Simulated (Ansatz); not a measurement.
The reference is WC (space group P-6m2, No. 187; a = 2.913 Å, c = 2.835 Å; relaxed with 0.1 eV smearing).

The values are results of r2SCAN/PAW in Ansatz (a first-principles code), no spin-orbit coupling, not measurements.

Strains are applied to the cell and any free atomic positions relax.

One change was made to it. Results:

| quantity | base | after |
|---|---|---|
| energy relative to the base (free energy F) | 0 meV/atom | +80 meV/atom |
| pressure (mean of the normal stresses, compression positive) | 0.0 GPa | 36.0 GPa |

Problem. Which change produced these results?
A) isotropic strain −2.00 %
B) isotropic strain −3.00 %
C) isotropic strain −2.50 %

Solution. C, isotropic strain −2.50 %. For comparison, the energy relative to the base in the other runs: isotropic strain −2.00 % gives +51 meV/atom; isotropic strain −3.00 % gives +117 meV/atom.

No phonon test of stability was made. All final runs are without spin polarisation.
